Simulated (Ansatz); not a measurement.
The reference is BeTe in the zinc blende structure (space group F-43m, No. 216; a = 5.6044 Å). Axes: x, y, z lie along the cube axes.

Method: PBEsol (Ansatz, a quantum-chemistry and plane-wave program, PAW, no SOC).

Before the change:

The shortest interatomic distance is 2.427 Å and the smallest direct gap is 3.61 eV.

Perturbation: uniaxial stress, 1 GPa compression along x; all other stress components relax to zero.

Predict the new shortest interatomic distance.

The shortest interatomic distance shrinks by 0.004 Å to 2.423 Å.

How does this affect the hole mass?

The hole mass comes out as 0.20 mₑ along x, 0.32 mₑ across (at Γ).

Estimate the effect on the smallest direct gap.

The smallest direct gap decreases by 0.09 eV, from 3.61 eV to 3.52 eV.

Predict the new strain response.

The strain response (xx, yy, zz) comes out as (−1.31, +0.40, +0.40) %.

Spin-orbit coupling, missing from the scalar runs, can matter with Te. Masses are band curvatures over ±0.01 Å⁻¹ around the edge. Stability under load was not tested beyond the relaxation.
